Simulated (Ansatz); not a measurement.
Band-edge transport in semiconductors and insulators: MgS (Fm-3m) under several functionals (Ansatz, a first-principles code, with spin-orbit coupling). The PBE cell:

```
CELL_PARAMETERS angstrom
      0.00000     2.61486     2.61486
      2.61486     0.00000     2.61486
      2.61486     2.61486     0.00000
ATOMIC_POSITIONS crystal
  Mg 0.00000 0.00000 0.00000
  S  0.50000 0.50000 0.50000
```

```json
[
 {"Functional": "PBE", "cell relaxed with": "PBE", "volume (Å³/atom)": "17.88", "band gap": "2.73 eV", "electron conductivity mass": "0.36 mₑ", "hole conductivity mass": "1.25 mₑ", "Seebeck coefficient, n-type 1e19 cm⁻³": "-262 μV/K"},
 {"Functional": "PBEsol", "cell relaxed with": "PBEsol", "volume (Å³/atom)": "17.39", "band gap": "2.70 eV", "electron conductivity mass": "0.35 mₑ", "hole conductivity mass": "1.19 mₑ", "Seebeck coefficient, n-type 1e19 cm⁻³": "-261 μV/K"},
 {"Functional": "r2SCAN", "cell relaxed with": "r2SCAN", "volume (Å³/atom)": "17.61", "band gap": "3.43 eV", "electron conductivity mass": "0.37 mₑ", "hole conductivity mass": "1.22 mₑ", "Seebeck coefficient, n-type 1e19 cm⁻³": "-265 μV/K"}
]
```

For the band gap, PBE gives 2.73 eV and r2SCAN 3.43 eV: PBE lies 21 % below.

Masses are for dilute carriers at 300 K, harmonic means over directions unless an axis is named. Seebeck coefficients are for the stated density at 300 K, with one relaxation time for all states and whether or not that doping can be reached.
